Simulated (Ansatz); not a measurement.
Consider SnS in the GeS type structure (space group Pnma, No. 62).

```yaml
crystal:
  lattice:
    - [11.15496, 0.00000, 0.00000]
    - [0.00000, 3.99977, 0.00000]
    - [0.00000, 0.00000, 4.26144]
  atoms:
    - { symbol: Sn, position: [0.61841, 0.75000, 0.61182] }
    - { symbol: Sn, position: [0.88159, 0.25000, 0.11182] }
    - { symbol: Sn, position: [0.38159, 0.25000, 0.38818] }
    - { symbol: Sn, position: [0.11841, 0.75000, 0.88818] }
    - { symbol: S, position: [0.35287, 0.75000, 0.97527] }
    - { symbol: S, position: [0.14713, 0.25000, 0.47527] }
    - { symbol: S, position: [0.64713, 0.25000, 0.02473] }
    - { symbol: S, position: [0.85287, 0.75000, 0.52473] }
```

Cartesian axes are those of the cell as printed.

Calculations: DFT with PBE-D3(BJ), PAW potentials and a 420 eV plane-wave cutoff in Ansatz (a program for electronic structure), no spin-orbit coupling.

Base values:

The pressure is 0.00 GPa and the volume per atom comes out as 23.77 Å³.

The change: compressive biaxial strain of 0.26 % in the plane normal to [001], as in epitaxy on a mismatched substrate; the out-of-plane cell vector and the atoms relax.

Task: What happens to the pressure?

Result: The pressure (mean of the normal stresses, compression positive) goes from zero to 0.10 GPa.

Task: Estimate the effect on the volume per atom.

Result: The volume per atom decreases by 0.04 Å³, from 23.77 Å³ to 23.73 Å³.

Whether these cells are dynamically stable was not tested.
